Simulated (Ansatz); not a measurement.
An Ansatz (a quantum-chemistry and plane-wave program) input (PBE-D3(BJ)/PAW in Ansatz, no SOC):

Ansatz 0.2 input:
```yaml
crystal:
  lattice:
    - [1.8917305066, 1.0921911172, 3.3697724918]
    - [-1.8917305066, 1.0921911172, 3.3697724918]
    - [0, -2.1843822344, 3.3697724918]
  atoms:
    - { symbol: As, position: [0.2302784551, 0.2302784551, 0.2302784551] }
    - { symbol: As, position: [0.7697215449, 0.7697215449, 0.7697215449] }
basis: { ecutwfc: 420, ecutrho_ratio: 4, xc_grid: 2, fft_grid_basis: typed }
kpoints: { mp_grid: { grid: [11, 11, 11] } }
hamiltonian:
  xc: pbe
  dispersion: d3bj
  pseudopotentials: { kind: paw }
scf: { occupations: { method: fermi_dirac, width: 0.05 }, convergence: { dr2_threshold: 0.0000000002 } }
output: { forces: true, stress: true }
checkpoint: { write: state.ck, write_every: 1000 }
```

**Question.** Which symmetry and how many k-points will the program report, and about how many plane waves at Γ?

**Answer.** Space group R-3m (ITA 166) with 12 operations, k-points 146 of 1331, and 821 plane waves at Γ.

Whether these cells are dynamically stable was not tested. The cell is As in the A7 type structure (space group R-3m, No. 166; layered).
